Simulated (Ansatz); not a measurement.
Here is the system:

```xyz
2
Lattice="2.7222 0.0000 0.0000 -1.3611 2.3575 0.0000 0.0000 0.0000 4.2908" Properties=species:S:1:pos:R:3 pbc="T T T"
Ru     0.0000     1.5716     3.2181
Ru     1.3611     0.7858     1.0727
```

No spin polarisation.

A single point on Ru, its geometry relaxed with PBE.

Method: plane-wave PAW DFT at the r2SCAN level (Ansatz, a quantum-chemistry and plane-wave program, 500 eV), no spin-orbit coupling. Γ-centred 20×20×11 mesh, Fermi–Dirac width 0.05 eV.

**Question.** Predict the band gap and pressure.

**Answer.** 
```json
{
 "band_gap": "zero",
 "pressure": "-6.5 GPa"
}
```

Single points use the geometry relaxed with PBE. Stability against distortions was not tested. The final runs are not spin-polarised. The cell is Ru in the hcp (Mg type) structure (space group P6_3/mmc, No. 194).
